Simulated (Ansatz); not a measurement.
Data:

End structure of a constructed model of the (111) surface of fcc Rh, a pseudomorphic layer of Al in the host's stacking (bottom of the slab: a bare face, its two planes held):

```xyz
7
Lattice="2.7082 0.0000 0.0000 -1.3541 2.3454 0.0000 0.0000 0.0000 29.5000" Properties=species:S:1:pos:R:3 pbc="T T T"
Rh     0.0000     1.5636     8.0908
Rh     1.3541     0.7818    10.3020
Rh     0.0000     0.0000    12.4961
Rh     0.0000     1.5636    14.7159
Rh     1.3541     0.7818    16.9101
Rh     0.0000     0.0000    19.1873
Al     0.0000     1.5636    21.2572
```

Set-up: 7 atoms, 13.3 Å thick at the start with caps and adatoms (thin: gaps and levels are the slab's own); mesh 16x16x1; 0.1 eV smearing; dipole correction on; 2 atoms held, the rest relaxed; start symmetry kept, larger cells not searched; no spin, no spin-orbit, no U. It is one candidate, not shown to be the stable structure of the face.

Task: What work function of the top face does PBE in Ansatz (a first-principles code) give?

Result: 4.42 eV
